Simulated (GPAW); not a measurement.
Band structure of Ca3AsP (Pm-3m, 5 atoms in the cell).

```yaml
crystal:
  lattice:
    - [5.42485, 0.00000, 0.00000]
    - [0.00000, 5.42485, 0.00000]
    - [0.00000, 0.00000, 5.42485]
  atoms:
    - { symbol: Ca, position: [0.00000, 0.50000, 0.50000] }
    - { symbol: Ca, position: [0.50000, 0.00000, 0.50000] }
    - { symbol: Ca, position: [0.50000, 0.50000, 0.00000] }
    - { symbol: P, position: [0.00000, 0.00000, 0.00000] }
    - { symbol: As, position: [0.50000, 0.50000, 0.50000] }
```

Computed with PBEsol, GPAW PAW datasets PBEsol (made by gpaw-setup) (plane waves; GPAW 25.7.0).

Settings: mode = pw; ecut = 600 eV; xc = PBEsol; kpts = 4 4 4; mesh shift (steps) = 0 0 0; occupations.name = methfessel-paxton; occupations.width = 0.05 eV; occupations.order = 0; nbands = -11; convergence.density = 1e-05 e/electron; convergence.energy = 1e-05 eV/electron; symmetry.symmorphic = false; symmetry.tolerance = 0.0005; maxiter = 100.

The starting cell comes from a database of computed structures (which also holds hypothetical and non-ambient phases and stackings), without a prior relaxation at this level. The run gives no clean gap (levels at the Fermi energy touch, overlap or are partly filled at this smearing), which alone does not show that the compound is a metal.

Levels in eV from the Fermi level, bands 17 to 24:
| point | 17 | 18 | 19 | 20 | 21 | 22 | 23 | 24 |
|---|---|---|---|---|---|---|---|---|
| Γ | -1.78 | -0.04 | -0.04 | -0.04 | 0.01 | 0.87 | 0.87 | 1.06 |
| X | -1.77 | -1.77 | -0.76 | -0.76 | 1.32 | 1.40 | 1.72 | 2.43 |
| M | -1.95 | -1.03 | -1.03 | -0.71 | 1.76 | 1.79 | 1.79 | 1.95 |
| R | -3.25 | -1.30 | -1.30 | -1.30 | 2.09 | 2.09 | 2.09 | 2.31 |

No band crosses the Fermi level by more than 0.03 eV along this path.
